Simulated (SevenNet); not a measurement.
## A15 V3Si (cubic form, which distorts at low temperature)

All values below come from the machine-learned potential SevenNet-0 (trained on PBE and PBE+U data).

Cell: relaxed at this level.

```yaml
lattice_parameter_a: 4.708 Å
equilibrium_volume_per_atom: 13.04 Å³/atom
```

Measured, for comparison: lattice constant a 4.724 Å, equilibrium volume per atom 13.18 Å³/atom (temperature not stated, no zero-point or thermal correction; as tabulated in Zeng et al. (2023), arXiv:2309.11055). Computed (rounded) less measured: lattice constant a -0.3 %, equilibrium volume per atom -1.1 %. A static lattice is as a rule a little smaller and stiffer than an uncorrected measurement, which narrows the difference in the lattice constant a, equilibrium volume per atom and would widen misses of the other sign.

A machine-learned potential is trained on density-functional data: it inherits that level's misses and adds fitting errors of its own.
